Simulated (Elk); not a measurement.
Elk run on LaBi3 (Pm-3m, 4 atoms in the cell): self-consistent single point.

Level of theory: LDA (PW92), all-electron FP-LAPW, Elk's shipped species files, APW+lo basis with extra local orbitals run with Elk.

The change in words: lattice scaled by 0.98. Reference geometry:
```yaml
crystal:
  lattice:
    - [4.98620, 0.00000, 0.00000]
    - [0.00000, 4.98620, 0.00000]
    - [0.00000, 0.00000, 4.98620]
  atoms:
    - { symbol: La, position: [0.00000, 0.00000, 0.00000] }
    - { symbol: Bi, position: [0.50000, 0.00000, 0.50000] }
    - { symbol: Bi, position: [0.00000, 0.50000, 0.50000] }
    - { symbol: Bi, position: [0.50000, 0.50000, 0.00000] }
```

Reference input (self-consistent single point, DFT, LDA (PW92), all-electron FP-LAPW, Elk's shipped species files, APW+lo basis with extra local orbitals): xctype = 3; rgkmax = 7.5; stype = 3; swidth = 0.00183747 Ha; ngridk = 5 5 5; tforce = true; gmaxvr = 18 1/bohr; lmaxapw = 10; lmaxo = 8; nxlo = 2; lorbcnd = true; lradstp = 2. This run's input differs from it in these lines:

```diff
@@ -43,3 +43,3 @@
 scale
-  9.422552403
+  9.234101355
```

Output (repeated stretches shortened):

```
│ Self-consistent loop started │
│ Loop number : 1 │
 total energy                :     -73235.7391769
│ Loop number : 2 │
 total energy                :     -73235.3867977
RMS change in Kohn-Sham potential (target) :   0.1137216076     (  0.1000000000E-05)
Absolute change in total energy (target)   :   0.3523791890     (  0.1000000000E-03)
│ Loop number : 3 │
 total energy                :     -73234.4842800
RMS change in Kohn-Sham potential (target) :   0.1081777867     (  0.1000000000E-05)
Absolute change in total energy (target)   :   0.9906125458     (  0.1000000000E-03)
│ Loop number : 4 │
   [... lines left out ...]
Absolute change in total energy (target)   :   0.2116444142E-02 (  0.1000000000E-03)
│ Loop number : 14 │
 total energy                :     -73201.5099390
RMS change in Kohn-Sham potential (target) :   0.4589158963E-06 (  0.1000000000E-05)
Absolute change in total energy (target)   :   0.3943894117E-03 (  0.1000000000E-03)
│ Loop number : 15 │
 total energy                :     -73201.5100718
RMS change in Kohn-Sham potential (target) :   0.1849342864E-06 (  0.1000000000E-05)
Absolute change in total energy (target)   :   0.3417761764E-04 (  0.1000000000E-03)
Convergence targets achieved

│ Loop number : 16 │

Energies :
 Fermi                       :     0.321502881609
 total energy                :     -73201.5101002

Density of states at Fermi energy :    103.9414474
 (states/Hartree/unit cell)

Estimated indirect band gap :   0.1626614706E-02
 from k-point      5 to k-point      9
Estimated direct band gap   :   0.2219963957E-01
 at k-point      5

Charges :
 core                        :    250.0000000
 valence                     :    56.00000000
 interstitial                :    7.446867880
 muffin-tins (core leakage)
  species :    1 (La)
   atom    1                 :    54.59865941     (  0.2304454425E-03)
  species :    2 (Bi)
   atom    1                 :    81.31815757     (  0.6905765966E-03)
   atom    2                 :    81.31815757     (  0.6905765966E-03)
   [... lines left out ...]
   total force               :     0.00000000   -0.00000000    0.00000000
   total magnitude           :     0.00000000
  atom :    3
   Hellmann-Feynman          :    -0.00000000    0.00000000    0.00000000
   IBS                       :     0.00000000   -0.00000000    0.00000000
   total force               :     0.00000000   -0.00000000    0.00000000
   total magnitude           :     0.00000000
```

The run converged in 16 iterations. The count includes the last loop, which Elk runs after its targets are met. Against the reference run the free energy falls by 14.1 meV/atom.

The starting cell comes from a database of computed structures (which also holds hypothetical and non-ambient phases and stackings), without a prior relaxation at this level. Its lattice was rescaled by a random factor within 2.5 % of one. For this run, on top of that: lattice scaled by 0.98. Spin-orbit coupling is off. Values depend on the basis (sphere radii, cutoffs, local orbitals), which need not be converged. The log's line on a gap gives a spacing of levels on this mesh, which the program prints for metals too.
